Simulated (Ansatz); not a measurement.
**A computed series for Ca: response to strain**

The parent structure is Ca in the fcc (Cu type) structure (space group Fm-3m, No. 225; a = 5.569 Å; relaxed with 0.1 eV smearing). Axes: x, y, z lie along the cube axes.

Strains are applied to the cell and any free atomic positions relax; under biaxial strain the out-of-plane vector relaxes too.

Level of theory: r2SCAN (Ansatz, a program for electronic structure), no SOC, earlier PAW set.

Candidates:
(a) isotropic strain +2.80 %
(b) isotropic strain −1.24 %
(c) biaxial strain −2.03 %, plane normal [111], relaxed out of plane

Notes on the quantities. energy relative to the base: free energy F.

Question: Order them by energy relative to the base, lowest first.

Answer: (b) isotropic strain −1.24 % (+3.4 meV/atom), (c) biaxial strain −2.03 %, plane normal [111], relaxed out of plane (+5.3 meV/atom), (a) isotropic strain +2.80 % (+16 meV/atom)

Whether these cells are dynamically stable was not tested.
